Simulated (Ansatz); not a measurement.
Electronic density of states of amorphous Sn12Sb12Te36, density 6.42 g/cm³, on a 2×2×2 Γ-centred mesh with a Gaussian width of 0.1 eV; energies count from the Fermi level. Cell and mesh are small, so fine structure isn't converged. Computed with PBE-D3(BJ), scalar-relativistic without spin-orbit coupling, PAW (Ansatz default set, large-core Te) (plane waves to 420 eV; Ansatz, a program for electronic structure). Sampling: a 2×2×2 Γ-centred mesh; Fermi-Dirac width 0.05 eV; no spin polarisation. The levels at the Fermi energy are partly filled. A closed spacing in one fast-quenched cell at PBE doesn't show the material to be a metal.

A CHGNet melt-quench gave the starting glass, which DFT then relaxed. The hot cell started wider than the set density and was brought back towards it in steps. It is the lowest in DFT energy of 3 quenches. It is a model cell: composition and starting density were chosen by hand, and all elements were melted together. The geometry includes D3(BJ) dispersion. Its density started from a set value of 6.33 and ended at 6.42 g/cm³. The quench (nominally 79 K/ps over its main leg) was far faster than any real one, so the model tends to hold more defects than a real film. Values belong to this one cell and scatter from quench to quench. Volume and shape were free in the relaxation. On a 2×2×2 Γ-centred mesh force components of up to 0.35 eV/Å stay, since the relaxation ran on one k-point at (1/4, 1/4, 1/4).

```
E - EF (eV)  states/(eV atom)
-----------  ----------------
-12.00                   0.38
-11.90                   0.35
-11.80                   0.36
-11.70                   0.30
-11.60                   0.32
-11.50                   0.39
-11.40                   0.47
-11.30                   0.61
-11.20                   0.65
-11.10                   0.67
-11.00                   0.65
-10.90                   0.63
-10.80                   0.65
-10.70                   0.67
-10.60                   0.75
-10.50                   0.62
-10.40                   0.33
-10.30                   0.14
-10.20                   0.20
-10.10                   0.21
-10.00                   0.15
-9.90                    0.03
-9.80                    0.00
-9.70                    0.00
-9.60                    0.01
-9.50                    0.07
-9.40                    0.17
-9.30                    0.15
-9.20                    0.24
-9.10                    0.32
-9.00                    0.33
-8.90                    0.41
-8.80                    0.34
-8.70                    0.26
-8.60                    0.24
-8.50                    0.31
-8.40                    0.32
-8.30                    0.29
-8.20                    0.18
-8.10                    0.09
-8.00                    0.14
-7.90                    0.11
-7.80                    0.02
-7.70                    0.00
-7.60                    0.01
-7.50                    0.06
-7.40                    0.17
-7.30                    0.26
-7.20                    0.33
-7.10                    0.33
-7.00                    0.36
-6.90                    0.36
-6.80                    0.39
-6.70                    0.37
-6.60                    0.33
-6.50                    0.29
-6.40                    0.26
-6.30                    0.17
-6.20                    0.13
-6.10                    0.12
-6.00                    0.05
-5.90                    0.00
-5.80                    0.00
-5.70                    0.00
-5.60                    0.00
-5.50                    0.00
-5.40                    0.00
-5.30                    0.01
-5.20                    0.08
-5.10                    0.23
-5.00                    0.33
-4.90                    0.37
-4.80                    0.42
-4.70                    0.52
-4.60                    0.59
-4.50                    0.58
-4.40                    0.57
-4.30                    0.60
-4.20                    0.61
-4.10                    0.60
-4.00                    0.65
-3.90                    0.67
-3.80                    0.65
-3.70                    0.65
-3.60                    0.69
-3.50                    0.66
-3.40                    0.59
-3.30                    0.60
-3.20                    0.63
-3.10                    0.69
-3.00                    0.75
-2.90                    0.75
-2.80                    0.70
-2.70                    0.76
-2.60                    0.80
-2.50                    0.78
-2.40                    0.80
-2.30                    0.80
-2.20                    0.74
-2.10                    0.73
-2.00                    0.79
-1.90                    0.78
-1.80                    0.74
-1.70                    0.74
-1.60                    0.78
-1.50                    0.77
-1.40                    0.74
-1.30                    0.78
-1.20                    0.79
-1.10                    0.76
-1.00                    0.76
-0.90                    0.78
-0.80                    0.80
-0.70                    0.80
-0.60                    0.75
-0.50                    0.71
-0.40                    0.64
-0.30                    0.53
-0.20                    0.46
-0.10                    0.39
0.00                     0.25
0.10                     0.19
0.20                     0.18
0.30                     0.17
0.40                     0.22
0.50                     0.29
0.60                     0.36
0.70                     0.40
0.80                     0.44
0.90                     0.51
1.00                     0.50
1.10                     0.56
1.20                     0.65
1.30                     0.61
1.40                     0.62
1.50                     0.70
1.60                     0.69
1.70                     0.65
1.80                     0.69
1.90                     0.71
2.00                     0.70
2.10                     0.75
2.20                     0.74
2.30                     0.69
2.40                     0.70
```
